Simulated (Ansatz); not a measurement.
Nb3Al (Pm-3n, No. 223, 8 atoms in the cell), treated with LDA (Ansatz, an electronic-structure program, plane waves, PAW).

Run with plane-wave cutoff 520 eV, 12×12×12 k mesh, Fermi–Dirac smearing 0.05 eV, no spin polarisation, scalar-relativistic PAW data made under PBE.

Cell (relaxed at this level):

```
CELL_PARAMETERS angstrom
      5.10640     0.00000     0.00000
      0.00000     5.10640     0.00000
      0.00000     0.00000     5.10640
ATOMIC_POSITIONS crystal
  Al 0.00000 0.00000 0.00000
  Al 0.50000 0.50000 0.50000
  Nb 0.25000 0.00000 0.50000
  Nb 0.75000 0.00000 0.50000
  Nb 0.50000 0.75000 0.00000
  Nb 0.50000 0.25000 0.00000
  Nb 0.00000 0.50000 0.75000
  Nb 0.00000 0.50000 0.25000
```

Predict the bulk modulus B0.


* **bulk modulus B0**: 179 GPa

Note: the run has no spin polarisation, so it can have missed a magnetic state; the bulk modulus is −V dP/dV from two relaxed cells at ±2 % in volume; the relaxation could not lower the start's symmetry, so the cell can be a saddle point above a distorted one.

Computed values are for the static lattice.

The result took about 5 core-minutes (a rough figure).
